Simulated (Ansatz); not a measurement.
For TaAl (model structure, Fm-3m, No. 225, 2 atoms in the cell), PBEsol (PAW; Ansatz, a first-principles code) gives:

- lattice parameter a: 5.231 Å
- bulk modulus: 130 GPa
- cohesive energy: 5.84 eV/atom

Question: What does r²SCAN in Ansatz (plane waves, PAW) give for the same quantities?

Answer: 
- lattice constant a: 5.255 Å (rises by 0.5 %)
- bulk modulus: 128 GPa (hardly moves)
- cohesive energy: 5.28 eV/atom (shrinks by 0.56 eV/atom)

Changes are worked out from the printed values.

Unless a cell is named, each level is at its own relaxed cell (PBEsol 17.89, r²SCAN 18.14 Å³/atom).

Levels without +SOC leave out spin–orbit coupling, which shifts energies and cells of such heavy elements.

Caveats: the bulk modulus is −V dP/dV from two relaxed cells at ±2 % in volume (PBEsol, r²SCAN). Ansatz's density-functional and Hartree–Fock values are scalar-relativistic unless marked +SOC, with PAW data made under PBE.

A model structure was made by putting elements into a prototype or built by hand; it is no filed structure, need not be a known phase, and can be a saddle point held by its symmetry.
